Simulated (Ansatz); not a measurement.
An Ansatz (a program for electronic structure) run: Ag with a change (uniaxial strain ε_zz = −0.50 %); Kohn–Sham DFT with the PBEsol functional, run in Ansatz with PAW and 420 eV plane waves, no spin-orbit coupling.

Input:

Ansatz 0.2 input:
```yaml
crystal:
  lattice:
    - [0, 2.0269121229, 2.0167775623]
    - [2.0269121229, 0, 2.0167775623]
    - [2.0269121229, 2.0269121229, 0]
  atoms:
    - { symbol: Ag, position: [0, 0, 0] }
basis: { ecutwfc: 420, ecutrho_ratio: 4, xc_grid: 2, fft_grid_basis: typed }
kpoints: { mp_grid: { grid: [28, 28, 28] } }
hamiltonian:
  xc: pbesol
  dispersion: none
  pseudopotentials: { kind: paw }
scf: { occupations: { method: fermi_dirac, width: 0.1 }, convergence: { dr2_threshold: 0.0000000001 } }
relax: { f_tol: 0.005, max_steps: 50 }
output: { forces: true, stress: true }
checkpoint: { write: state.ck, write_every: 1000 }
```

Output (explanatory and most iteration lines left out):

```
Relaxation: its limit of steps is 50 (relax.max_steps)
Pseudopotential: Ag, paw, valence charge 19
Crystal: 1 atoms, lattice volume = 16.571 Å³
Basis set: ecut = 420 eV, 331 PW (Γ), exchange–correlation on 40×40×40 points (8 copies of the dense FFT grid, shifted against one another)
Bands: 14, of which v1, the nominal top of the filled ones, is band 10 counted from 1 (9 counted from 0)
Symmetry: 16 space group operations
Space group: I4/mmm (ITA 139), of the structure as read, at distance tolerance 2.5e-5 Å
k-points: 1639 of 21952
Functional: x = pbesol(κ = 0.804, μ = 0.12345679012345678), c = pbesol(β = 0.046)
SCF iter   1: F=—  HF=-7522.257080 eV  |F-HF|=—  |Δ(HF+E_count)|=         —  Δρ=1.02e-2  dr2=1.58e-2  ethr=1.77e-3  ⟨swp⟩=4.6  Hψ=114147  notcnv=0
SCF iter   2: F=—  HF=-7522.252610 eV  |F-HF|=—  |Δ(HF+E_count)|=   4.47e-3  Δρ=2.85e-3  dr2=1.29e-3  ethr=8.32e-5  ⟨swp⟩=1.5  Hψ=39163  notcnv=0
SCF 1 converged in 6 iterations: F = -7522.252233 eV  dr2 = 4.16e-11
relax step   1: F+E_penalty+E_count = -7522.25223301 eV  Δ(F+E_penalty+E_count) = +0.000e0 eV  max|allowed force component| = 0.000e0 eV/Å  Δτ_max = 0.0000 Å  (6 SCF iters, accepted)
SCF converged after 6 iterations
Free energy (F): -7522.252233 eV
Internal energy: -7522.244158 eV  (E = F + TS)
E sigma→0 (E₀):  -7522.248195 eV
Entropy (-TS):   -0.008075 eV (-8.075 meV/atom)
Fermi energy:    17.859857 eV
--- Forces (eV/Å), atoms counted from 1 ---
  atom   1  Ag     0.00000000     0.00000000     0.00000000
--- Stress (GPa, compression-positive) ---
        0.539400       0.000000       0.000000
        0.000000       0.539400       0.000000
        0.000000       0.000000       0.739145
  P = ⅓ Tr σ = 0.6060 GPa (6.060 kbar)
--- Relaxed structure (1 steps of the walk, 1 accepted, 0 SCFs on fresh bases) ---
  atoms:
    - { symbol: Ag, position: [0.0, 0.0, 0.0] }
```

Whether these cells are dynamically stable was not tested. The cell was made from Ag in the fcc (Cu type) structure (space group Fm-3m, No. 225) by this change: uniaxial strain ε_zz = −0.50 %.
